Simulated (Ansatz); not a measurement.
## Hypothetical rock salt GaSb, pressure series

The parent structure is GaSb in the rock salt structure (space group Fm-3m, No. 225; a = 5.799 Å; a hypothetical phase, not in the database extracts checked).

Cell and atoms are relaxed at each pressure.

Level of theory: Kohn–Sham DFT with the PBE functional, run in Ansatz (an electronic-structure program) with PAW and 420 eV plane waves, no SOC.

```tsv
P (GPa)	V (Å³/atom)
-2.01	25.381
-1.02	24.852
0.30	24.242
0.70	24.074
1.49	23.756
3.00	23.210
5.00	22.587
7.51	21.918
10.01	21.346
```

Question: Fit a third-order Birch–Murnaghan equation of state.

Answer: Least squares on P(V) = (3B₀/2)[(V₀/V)^(7/3) − (V₀/V)^(5/3)]·[1 + (3/4)(B₀′ − 4)((V₀/V)^(2/3) − 1)] gives V₀ = 24.37 Å³/atom, B₀ = 55 GPa and B₀′ = 4.9.

Load acts through the strain it causes; cell and atoms are relaxed under it. No phonon test of stability was made. Competing high-pressure phases were not computed. All final runs are without spin polarisation.
